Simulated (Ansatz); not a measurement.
Input:

```xyz
2
Lattice="3.8599 0.0000 0.0000 1.9300 3.3428 0.0000 1.9300 -1.1143 3.0950" Properties=species:S:1:pos:R:3 pbc="T T T"
Ga     0.0000     0.0000    -0.0078
P      3.8599     0.0000     2.3291
```

No spin polarisation.

The values are results of LDA (Ansatz, a first-principles code), without spin-orbit coupling, not measurements. Settings: 11×11×11 k-points, 0.05 eV Fermi–Dirac smearing.

### Question
Predict the pressure, gap character and band gap.

### Answer
Pressure (mean of the normal stresses, compression positive): -1.65 GPa
Gap character: indirect, Γ → T
Band gap: 1.27 eV

The cells carry an imposed strain or load. Stability against distortions was not tested. The cell was made from GaP in the zinc blende structure (space group F-43m, No. 216) by this change: biaxial strain +1.25 %, plane normal [111], relaxed out of plane.
